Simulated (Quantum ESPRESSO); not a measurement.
Input and output of a self-consistent single point for SnSe2 (P-3m1, 3 atoms in the cell) (Quantum ESPRESSO).

Level of theory: LDA (PZ), GBRV 1.5 ultrasoft (LDA) pseudopotentials (plane waves; Quantum ESPRESSO).

```
CELL_PARAMETERS angstrom
      1.90500    -3.29956     0.00000
      1.90500     3.29956     0.00000
      0.00000     0.00000     6.14000
ATOMIC_POSITIONS crystal
  Sn 0.00000 0.00000 0.00000
  Se 0.33333 0.66667 0.25000
  Se 0.66667 0.33333 0.75000
```

Reference input (self-consistent single point, DFT, PBE, plane waves, SSSP 1.1.2 efficiency (PBE) pseudopotentials): ecutwfc = 40 Ry; ecutrho = 320 Ry; occupations = smearing; smearing = fd; degauss = 0.0036749 Ry; potentials = {Sn: Sn_pbe_v1.uspp.F.UPF, Se: Se_pbe_v1.uspp.F.UPF}; K_POINTS = automatic 7 7 4 0 0 0; conv_thr = 1e-10 Ry; mixing_beta = 0.7. This run's input differs from it in these lines:

```diff
@@ -14,3 +14,3 @@
   ecutwfc = 40,
-  ecutrho = 320,
+  ecutrho = 200,
   occupations = 'smearing',
@@ -24,4 +24,4 @@
 ATOMIC_SPECIES
-Sn   118.7100  Sn_pbe_v1.uspp.F.UPF
-Se    78.9710  Se_pbe_v1.uspp.F.UPF
+Sn   118.7100  sn_lda_v1.4.uspp.F.UPF
+Se    78.9710  se_lda_v1.uspp.F.UPF
 ATOMIC_POSITIONS {angstrom}
```

Output, abridged:

```
     Self-consistent Calculation

     iteration #  1     ecut=    40.00 Ry     beta= 0.70

---- Real-time Memory Report at c_bands before calling an iterative solver
           121 MiB given to the printing process from OS
            41 MiB allocation reported by mallinfo(arena+hblkhd)
------------------

     total energy              =    -245.13770532 Ry
     estimated scf accuracy    <       0.46761952 Ry

     iteration #  2     ecut=    40.00 Ry     beta= 0.70

---- Real-time Memory Report at c_bands before calling an iterative solver
           145 MiB given to the printing process from OS
   [... lines left out ...]

---- Real-time Memory Report at c_bands before calling an iterative solver
           149 MiB given to the printing process from OS
            55 MiB allocation reported by mallinfo(arena+hblkhd)
------------------

     total energy              =    -245.33805649 Ry
     estimated scf accuracy    <          1.6E-10 Ry

     iteration # 10     ecut=    40.00 Ry     beta= 0.70

---- Real-time Memory Report at c_bands before calling an iterative solver
           150 MiB given to the printing process from OS
            55 MiB allocation reported by mallinfo(arena+hblkhd)
------------------
     End of self-consistent calculation

     the Fermi energy is     6.6857 ev

!    total energy              =    -245.33805649 Ry
     estimated scf accuracy    <          7.8E-12 Ry
     smearing contrib. (-TS)   =      -0.00000715 Ry
     internal energy E=F+TS    =    -245.33804933 Ry

     convergence has been achieved in  10 iterations

     Forces acting on atoms (cartesian axes, Ry/au):

     atom    1 type  1   force =     0.00000000    0.00000000    0.00000000
     atom    2 type  2   force =    -0.00000000   -0.00000000    0.01663228
     atom    3 type  2   force =     0.00000000    0.00000000   -0.01663228

     Total force =     0.023522     Total SCF correction =     0.000005

          total   stress  (Ry/bohr**3)                   (kbar)     P=        5.67
   0.00000729   0.00000000   0.00000000            1.07        0.00        0.00
   0.00000000   0.00000729   0.00000000            0.00        1.07        0.00
   0.00000000   0.00000000   0.00010109            0.00        0.00       14.87

   JOB DONE.
```

The run converged in 10 iterations. Against the reference run the pressure goes from 5.40 to 0.57 GPa, the largest force goes from 0.737 to 0.428 eV/Å and the gap on the mesh goes from 0.806 to 0.666 eV.

The starting cell has typed, rounded lattice constants, without a prior relaxation at this level.

Cost on one core of a shared machine: roughly 30 s.
